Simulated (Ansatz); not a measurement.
Fluorite TbO₂ (cell taken from a computed entry), treated with r²SCAN+rVV10 in Ansatz (plane waves, PAW).

Settings: plane-wave cutoff 500 eV, 12×12×12 k mesh, Fermi–Dirac smearing 0.05 eV, spin-polarised start, scalar-relativistic PAW data made under PBE.

Computed at the level's own relaxed cell.

Problem. Predict the volume per atom and lattice parameter a.

Solution. 
volume per atom: 12.05 Å³/atom
lattice parameter a: 5.249 Å

Note: the magnetic order was assumed, not searched for or taken from measurement; the relaxation could not lower the start's symmetry, so the cell can be a saddle point above a distorted one; the 4f shell is treated without U or exact exchange, so its levels and filling can be wrong.

Spin–orbit coupling is not included.

The computed numbers hold no vibrational or temperature effects.

Ansatz is a quantum-chemistry and plane-wave program.
